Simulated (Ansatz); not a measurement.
# Effect of pressure 1.5 GPa on Cs2AgBiBr6

The reference is Cs2AgBiBr6 (space group Fm-3m, No. 225; a = 10.996 Å).

One thing is altered: cell and atoms relaxed at a pressure of 1.5 GPa.

Method: Ansatz (an electronic-structure program) LDA, no spin-orbit coupling. k-mesh 5×5×5 (Γ-centred); smearing 0.05 eV (Fermi–Dirac).

| quantity | base | changed | shift |
|---|---|---|---|
| volume per atom | 33.24 Å³ | 31.91 Å³ | -1.33 Å³ |
| lattice parameter a | 1099.6 pm | 1084.7 pm | -14.9 pm |
| enthalpy H = E + PV relative to the base's energy | – | +0.30 eV/atom | – |
| band gap | 0.94 eV | 0.87 eV | -0.07 eV |
| gap character | indirect, X → L | indirect, X → L | – |
| smallest direct gap | 2.20 eV | 2.23 eV | +0.03 eV |
| mean gap deformation potential ΔEg/Δln V | – | +1.7 eV | – |
| width of the top valence band | 1.40 eV | 1.54 eV | +0.14 eV |
| electron mass | 0.36 mₑ along k, 0.24 mₑ across (at L) | 0.37 mₑ along k, 0.24 mₑ across (at L) | – |
| hole mass | 0.15 mₑ along k, 0.62 mₑ across (at X) | 0.14 mₑ along k, 0.58 mₑ across (at X) | – |
| valley order (the lowest conduction-band minima on the path, energy above the VBM, named in the base's zone) | – | L along ⟨111⟩ 0.87 eV; a point along ⟨110⟩, about 0.2 Å⁻¹ from Γ 1.75 eV | – |

Final structure:

```
CELL_PARAMETERS angstrom
      0.00000     5.42357     5.42357
      5.42357     0.00000     5.42357
      5.42357     5.42357     0.00000
ATOMIC_POSITIONS crystal
  Bi 0.00000 0.00000 0.00000
  Ag 0.50000 0.50000 0.50000
  Cs 0.25000 0.25000 0.25000
  Cs 0.75000 0.75000 0.75000
  Br 0.25614 0.74386 0.25614
  Br 0.25614 0.74386 0.74386
  Br 0.74386 0.25614 0.74386
  Br 0.74386 0.25614 0.25614
  Br 0.25614 0.25614 0.74386
  Br 0.74386 0.74386 0.25614
```

Cost of the whole job for the changed cell (relaxation, final SCF and bands): about 80 core-seconds (a rough figure).

With Bi present, leaving out spin-orbit coupling can change the band edges. Load acts through the strain it causes; cell and atoms are relaxed under it. Effective masses come from finite differences of ±0.01 Å⁻¹. Along k means along the line from Γ to the band edge. No phonon test of stability was made.
